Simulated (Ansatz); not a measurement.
The reference is Lu in the hcp (Mg type) structure (space group P6_3/mmc, No. 194; a = 3.4432 Å, c = 5.3669 Å; relaxed with 0.1 eV smearing). Axes: x lies along a and z along c of the hexagonal cell.

Computed with Kohn–Sham DFT with the PBEsol functional, run in Ansatz (a first-principles code) with PAW and 420 eV plane waves, no spin-orbit coupling.

Strains are applied to the cell and any free atomic positions relax.

One change was made to it. Results:

| quantity | base | after |
|---|---|---|
| pressure (mean of the normal stresses, compression positive) | 0.0 GPa | -1.3 GPa |
| shortest interatomic distance | 334.0 pm | 340.5 pm |
| energy relative to the base (free energy F) | 0 meV/atom | +7.2 meV/atom |
| band gap | zero | zero |

Task: What was done to the base?
A. uniaxial strain ε_zz = +3.00 %
B. uniaxial strain ε_zz = −2.00 %
C. uniaxial strain ε_zz = +1.00 %
D. uniaxial strain ε_zz = +2.00 %
E. uniaxial strain ε_zz = −1.00 %

Result: A, uniaxial strain ε_zz = +3.00 %. For comparison, the energy relative to the base in the other runs: uniaxial strain ε_zz = −2.00 % gives +3.6 meV/atom; uniaxial strain ε_zz = +1.00 % gives +0.8 meV/atom; uniaxial strain ε_zz = −1.00 % gives +0.9 meV/atom; uniaxial strain ε_zz = +2.00 % gives +3.3 meV/atom.

No phonon test of stability was made.
